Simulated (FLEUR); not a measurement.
Worked example: self-consistent single point of Al₂Pd (Fm-3m, 3 atoms in the cell) in FLEUR.

Method: PBEsol, all-electron FLAPW (FLEUR), scalar-relativistic valence in FLEUR.

The change in words: lattice scaled by 0.98. Reference geometry:
```
CELL_PARAMETERS angstrom
      0.00000     2.94954     2.94954
      2.94954     0.00000     2.94954
      2.94954     2.94954     0.00000
ATOMIC_POSITIONS crystal
  Al 0.25000 0.25000 0.25000
  Al 0.75000 0.75000 0.75000
  Pd 0.00000 0.00000 0.00000
```

Reference input (self-consistent single point, DFT, PBEsol, all-electron FLAPW (FLEUR), scalar-relativistic valence): Kmax = 4.5 1/bohr; GmaxXC = 22.5 1/bohr; xcFunctional = PBEs; jspins = 1; l_soc = F; mode = gauss; fermiSmearingEnergy = 0.00499791 Htr; mesh (inpgen div1-3) = 7 7 7; inpgen gamma flag = false; Gmax = 22.5 1/bohr; numbands = 0; maxIterBroyd = 99. This run's input differs from it in these lines:

```diff
@@ -4,5 +4,5 @@
 0.0000000000 0.7071067812 0.7071067812
-0.7071067812 -0.0000000000 0.7071067812
-0.7071067812 0.7071067812 -0.0000000000
-7.8825624266
+0.7071067812 0.0000000000 0.7071067812
+0.7071067812 0.7071067812 0.0000000000
+7.7249103764
 1.0 1.0 1.0
@@ -45,5 +45,5 @@
          <bravaisMatrix>
-            <row-1>    0.0000000000000000     5.5738133450811871     5.5738133450811871</row-1>
-            <row-2>    5.5738133450811871     0.0000000000000000     5.5738133450811871</row-2>
-            <row-3>    5.5738133450811871     5.5738133450811871     0.0000000000000000</row-3>
+            <row-1>    0.0000000000000000     5.4623365113146845     5.4623365113146845</row-1>
+            <row-2>    5.4623365113146845     0.0000000000000000     5.4623365113146845</row-2>
+            <row-3>    5.4623365113146845     5.4623365113146845     0.0000000000000000</row-3>
          </bravaisMatrix>
```

The program printed (abridged):

```
 Iteration:     1   Distance:      12.13490993 me/bohr^3
 Iteration:     2   Distance:       9.94673885 me/bohr^3
 Iteration:     3   Distance:       4.38031317 me/bohr^3
 Iteration:     4   Distance:       2.79570273 me/bohr^3
 Iteration:     5   Distance:       0.93652159 me/bohr^3
   [... 6 lines left out ...]
 Iteration:    12   Distance:       0.00064904 me/bohr^3
 Iteration:    13   Distance:       0.00004633 me/bohr^3
 Iteration:    14   Distance:       0.00001044 me/bohr^3
 Iteration:    15   Distance:       0.00000273 me/bohr^3
 Run finished successfully
 Stop message:
   Structural relaxation: Done

[file out, last iteration]
             iter=     16
[...]
          total density-effective poten   -9.0258931118E+03
          total charge density-energy d   -1.7809960337E+02
 Updated energy parameters for spin:           1
[...]
 fermi energy and band-weighting factors:

[...]
FERMIE:
          first approx. to ef    (T=0)  :   0.325691 htr   (energy of the highest occ. eigenvalue)
          number of occ. states  (T=0)  :        394
          first approx. to seigv (T=0)  : -50.341585 htr
          sum of weights of occ. states :  20.110787
          sum of semicore charge        :   0.000000 e
          fermi energy=   0.32609 har   work function=  -8.87346 ev
          number of valence electrons=  40.00000
     band-weighting factor for spin=    1
   [... lines left out ...]
          total moment                 =     0.00000
 Direct bandgap for spin            1 :    3.2263424571453703E-003  Htr
 ---->    free energy=                     -5529.3730096047 htr
   [... lines left out ...]
      extrapolation for T->0
 ---->    total electron energy=           -5529.3730096047 htr
 ***** TOTAL FORCES ON ATOMS *****
 TOTAL FORCE FOR ATOM TYPE=  1  X=  2.731   Y=  2.731   Z=  2.731
                       FX_TOT= 0.000000 FY_TOT= 0.000000 FZ_TOT= 0.000000
 TOTAL FORCE FOR ATOM TYPE=  2  X=  0.000   Y=  0.000   Z=  0.000
                       FX_TOT= 0.000000 FY_TOT= 0.000000 FZ_TOT= 0.000000
 Structural relaxation: Done
```

The run converged in 15 iterations. FLEUR gives forces in its relaxation mode, with a further iteration, so its stop message speaks of a relaxation. Against the reference run the total energy rises by 20.3 meV/atom.

The starting cell comes from a database of computed structures (which also holds hypothetical and non-ambient phases and stackings), without a prior relaxation at this level. For this run, on top of that: lattice scaled by 0.98. Spin polarisation is off. Values depend on the basis (sphere radii, cutoffs, local orbitals), which need not be converged. The log's line on a gap gives a spacing of levels on this mesh, which the program prints for metals too.

Cost on one core of a shared machine: roughly 70 s.
